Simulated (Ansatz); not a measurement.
CsCl-type KCl (model structure) (like a known high-pressure phase) was calculated with PBE0 (plane waves, PAW; Ansatz, an electronic-structure program).

Numerical settings: plane-wave cutoff 500 eV, 6×6×6 k mesh, gaussian smearing 0.02 eV, scalar-relativistic PAW data made under PBE.

Cell (relaxed with r²SCAN):

```
CELL_PARAMETERS angstrom
      3.77022     0.00000     0.00000
      0.00000     3.77022     0.00000
      0.00000     0.00000     3.77022
ATOMIC_POSITIONS crystal
  K  0.00000 0.00000 0.00000
  Cl 0.50000 0.50000 0.50000
```

### Question
Predict the band gap.

### Answer

band gap: 7.09 eV (on the SCF k mesh)

Note: cell and atoms aren't relaxed at this level (pressure 0.6 GPa).

Static lattice: no zero-point or thermal effects.

A model structure was made by putting elements into a prototype or built by hand; it is no filed structure, need not be a known phase, and can be a saddle point held by its symmetry.
